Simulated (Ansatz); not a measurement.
Ansatz (a first-principles code) run on NaSbF6 (Fm-3m, 8 atoms in the cell): self-consistent single point.

Method: LDA (PW92) with spin-orbit coupling, default PAW files made with PBE (plane waves; Ansatz).

```
NaSbF6
1.0
    0.00000     4.10773     4.10773
    4.10773     0.00000     4.10773
    4.10773     4.10773     0.00000
Na Sb F
1 1 6
Cartesian
  4.10773   4.10773   4.10773
  0.00000   0.00000   0.00000
  4.10773   4.10773   6.33642
  4.10773   4.10773   1.87904
  6.33642   4.10773   4.10773
  1.87904   4.10773   4.10773
  4.10773   6.33642   4.10773
  4.10773   1.87904   4.10773
```

Reference input (self-consistent single point, DFT, LDA (PW92), plane waves, default PAW files made with PBE): basis.ecutwfc = 420 eV; kpoints.mp_grid.grid = 5 5 5; hamiltonian.xc = lda; hamiltonian.pseudopotentials = {kind: paw} (the program's default PAW files); scf.occupations.method = fermi_dirac; scf.occupations.width = 0.01 eV. This run's input differs from it in these lines:

Ansatz 0.2 input:
```diff
@@ -21,2 +21,5 @@
   pseudopotentials: { kind: paw }
+magnetization:
+  noncollinear: true
+  spin_orbit: true
 scf:
```

Output, abridged:

```
SCF iter   1: F=—  HF=-12573.885594 eV  |F-HF|=—  |Δ(HF+E_count)|=         —  Δρ=8.82e-2  dr2=7.03e0  dr2_m=0.00e0 (ungated)  ethr=3.10e-3  |M|=0.00e0 ∫|m|=0.00e0 μB  |m|>n=0.0e0 m-floor=0.0e0 τ_xc=0.0e0  β_m=0.30  ⟨swp⟩=8.4  Hψ=2152  notcnv=0  defer=44
all-band conjugate gradients solve this SCF's bands
preconditioner: auto → Resta (q_TF=auto, 2.411 Å⁻¹)
   [... lines left out ...]
SCF iter   8: F=—  HF=-12570.163164 eV  |F-HF|=—  |Δ(HF+E_count)|=   1.63e-5  Δρ=1.82e-5  dr2=2.66e-7  dr2_m=0.00e0 (ungated)  ethr=1.01e-8  |M|=0.00e0 ∫|m|=0.00e0 μB  |m|>n=0.0e0 m-floor=0.0e0 τ_xc=0.0e0  β_m=0.96  ⟨swp⟩=2.0  Hψ=633  notcnv=0  defer=114
SCF iter   9: F=-12570.163165 eV  HF=-12570.163165 eV  |F-HF|=3.04e-8  |Δ(HF+E_count)|=   6.42e-7  Δρ=2.47e-6  dr2=7.12e-9  dr2_m=0.00e0 (ungated)  ethr=1.52e-10  |M|=0.00e0 ∫|m|=0.00e0 μB  |m|>n=0.0e0 m-floor=0.0e0 τ_xc=0.0e0  ⟨swp⟩=15.3  Hψ=2422  notcnv=0
SCF 1 converged in 9 iterations: F = -12570.163165 eV  dr2 = 7.12e-9
Magnetization: |M| = 0.0000 μB,  M = (+0.0000, +0.0000, +0.0000) μB
Absolute magnetization: 0.0000 μB (∫|m|)
  site 0: m = (+0.0000, +0.0000, +0.0000) μB, |m| = 0.0000 μB  (R = 0.92 Å)
  site 1: m = (+0.0000, +0.0000, +0.0000) μB, |m| = 0.0000 μB  (R = 0.78 Å)
  site 2: m = (+0.0000, +0.0000, +0.0000) μB, |m| = 0.0000 μB  (R = 0.78 Å)
  site 3: m = (+0.0000, +0.0000, +0.0000) μB, |m| = 0.0000 μB  (R = 0.78 Å)
  site 4: m = (+0.0000, +0.0000, +0.0000) μB, |m| = 0.0000 μB  (R = 0.78 Å)
  site 5: m = (+0.0000, +0.0000, +0.0000) μB, |m| = 0.0000 μB  (R = 0.78 Å)
  site 6: m = (+0.0000, +0.0000, +0.0000) μB, |m| = 0.0000 μB  (R = 0.78 Å)
  site 7: m = (+0.0000, +0.0000, +0.0000) μB, |m| = 0.0000 μB  (R = 0.78 Å)
Free energy (F): -12570.163165 eV
   [... lines left out ...]
Fermi energy:    0.671782 eV
   [... lines left out ...]
  atom   8  F      0.00000000     0.24342703     0.00000000
--- Stress (GPa, compression-positive) ---
        0.422950       0.000000       0.000000
       -0.000000       0.422950       0.000000
       -0.000000      -0.000000       0.422950
  P = ⅓ Tr σ = 0.4230 GPa (4.230 kbar)
  The stress holds the Pulay correction. Without it, at fixed plane waves, as pw.x and ABINIT print it: P = -0.3465 GPa
```

The run converged in 9 iterations. Against the reference run the pressure moves little (0.43 to 0.42 GPa), the largest force hardly changes (0.245 to 0.243 eV/Å) and the gap on the mesh hardly changes (5.315 to 5.310 eV).

The starting cell comes from a database of computed structures (which also holds hypothetical and non-ambient phases and stackings), without a prior relaxation at this level. Its lattice was rescaled by a random factor within 2.5 % of one. Ansatz's pressure includes its estimate of the finite-basis (Pulay) stress. Without the estimate this run gives -0.35 GPa.
